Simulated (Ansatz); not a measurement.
We consider MgS (model structure, started from the cinnabar type, Fm-3m, No. 225, 6 atoms in the cell), described by PBEsol (Ansatz, a quantum-chemistry and plane-wave program, PAW).

Numerical settings: plane-wave cutoff 500 eV, 12×12×6 k mesh (along the axes of the cell as run), Fermi–Dirac smearing 0.05 eV, scalar-relativistic PAW data made under PBE.

Cell (relaxed at this level):

```
MgS
1.0
    3.66418     0.00000     0.00000
   -1.83209     3.17327     0.00000
    0.00000     0.00000     8.97494
Mg S
3 3
Direct
  0.66668   0.00000   0.66667
  0.00000   0.66668   0.33333
  0.33332   0.33332   0.00000
  0.66666   0.00000   0.16667
  0.00000   0.66666   0.83333
  0.33334   0.33334   0.50000
```

Question: Predict the band gap.

Answer: 
band gap: 2.73 eV (on the SCF k mesh)

The computed numbers hold no vibrational or temperature effects.

A model structure was made by putting elements into a prototype or built by hand; here it ended with the formula and space group of a phase in our tables.
